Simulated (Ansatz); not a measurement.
A calculation on Ag (P6₃/mmc, No. 194, 2 atoms in the cell; start mp-10597; another form than the element's usual one) returned lattice constant a 2.825 Å, lattice parameter c 4.641 Å, cohesive energy 3.63 eV/atom.

**Question.** Which level of theory produced these numbers?
A) LDA (Ansatz (a program for electronic structure))
B) PBEsol (Ansatz)
C) HSE06 (Ansatz)
D) PBE0 (Ansatz)

**Answer.** A, LDA (Ansatz)

The others give: HSE06 2.916 Å, 4.814 Å, 2.39 eV/atom; PBEsol 2.863 Å, 4.701 Å, 3.08 eV/atom; PBE0 2.916 Å, 4.813 Å, 2.38 eV/atom.

Unless a cell is named, each level is at its own relaxed cell (HSE06 17.73, LDA 16.04, PBE0 17.72, PBEsol 16.68 Å³/atom).

Caveats: the relaxation could not lower the start's symmetry, so the cell can be a saddle point above a distorted one (HSE06, PBEsol, PBE0, LDA). Ansatz's density-functional and Hartree–Fock values are scalar-relativistic unless marked +SOC, with PAW data made under PBE.

A start named mp-… is a Materials Project structure, which need not be a measured phase.
